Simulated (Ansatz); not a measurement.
BaO (within 0.1 Å of P6₃/mmc, No. 194, 32 atoms in the cell; start mp-776658; a measured phase of this formula has another space group), treated with LDA (Ansatz, a quantum-chemistry and plane-wave program, plane waves, PAW).

Run with plane-wave cutoff 520 eV, 1×10×10 k mesh (along the axes of the cell as run), Fermi–Dirac smearing 0.01 eV, scalar-relativistic PAW data made under PBE.

Cell (relaxed with PBEsol):

```yaml
crystal:
  lattice:
    - [51.49076, 0.00000, 0.00000]
    - [0.00000, 1.91311, 3.31329]
    - [0.00000, -1.91311, 3.31329]
  atoms:
    - { symbol: Ba, position: [0.50000, 0.66623, 0.66623] }
    - { symbol: Ba, position: [0.18745, 0.33285, 0.33285] }
    - { symbol: Ba, position: [0.81255, 0.33285, 0.33285] }
    - { symbol: Ba, position: [0.12489, 0.99943, 0.99943] }
    - { symbol: Ba, position: [0.87511, 0.99943, 0.99943] }
    - { symbol: Ba, position: [0.56255, 0.33292, 0.33292] }
    - { symbol: Ba, position: [0.43745, 0.33292, 0.33292] }
    - { symbol: Ba, position: [0.75000, 0.99954, 0.99954] }
    - { symbol: Ba, position: [0.25000, 0.99954, 0.99954] }
    - { symbol: Ba, position: [0.06255, 0.66615, 0.66615] }
    - { symbol: Ba, position: [0.93745, 0.66615, 0.66615] }
    - { symbol: Ba, position: [0.62489, 0.99964, 0.99964] }
    - { symbol: Ba, position: [0.37511, 0.99964, 0.99964] }
    - { symbol: Ba, position: [0.68745, 0.66627, 0.66627] }
    - { symbol: Ba, position: [0.31255, 0.66627, 0.66627] }
    - { symbol: Ba, position: [0.00000, 0.33284, 0.33284] }
    - { symbol: O, position: [0.71903, 0.33308, 0.33308] }
    - { symbol: O, position: [0.28097, 0.33308, 0.33308] }
    - { symbol: O, position: [0.65586, 0.33277, 0.33277] }
    - { symbol: O, position: [0.34414, 0.33277, 0.33277] }
    - { symbol: O, position: [0.59372, 0.66624, 0.66624] }
    - { symbol: O, position: [0.40628, 0.66624, 0.66624] }
    - { symbol: O, position: [0.03159, 0.99948, 0.99948] }
    - { symbol: O, position: [0.96841, 0.99948, 0.99948] }
    - { symbol: O, position: [0.53159, 0.99962, 0.99962] }
    - { symbol: O, position: [0.46841, 0.99962, 0.99962] }
    - { symbol: O, position: [0.21903, 0.66621, 0.66621] }
    - { symbol: O, position: [0.78097, 0.66621, 0.66621] }
    - { symbol: O, position: [0.09372, 0.33285, 0.33285] }
    - { symbol: O, position: [0.90628, 0.33285, 0.33285] }
    - { symbol: O, position: [0.15585, 0.66632, 0.66632] }
    - { symbol: O, position: [0.84415, 0.66632, 0.66632] }
```

Q: Estimate the band gap, smallest direct gap on the k points sampled and direct gap at Γ that the calculation returns.

A: 
- band gap = 2.21 eV
- smallest direct gap on the k points sampled = 2.23 eV
- direct gap at Γ = 3.52 eV

Note: cell and atoms aren't relaxed at this level (pressure -2.5 GPa).

Spin–orbit coupling is not included.

The computed numbers hold no vibrational or temperature effects.

It cost very roughly 28 core-minutes of CPU time.

A start named mp-… is a Materials Project structure, which need not be a measured phase.
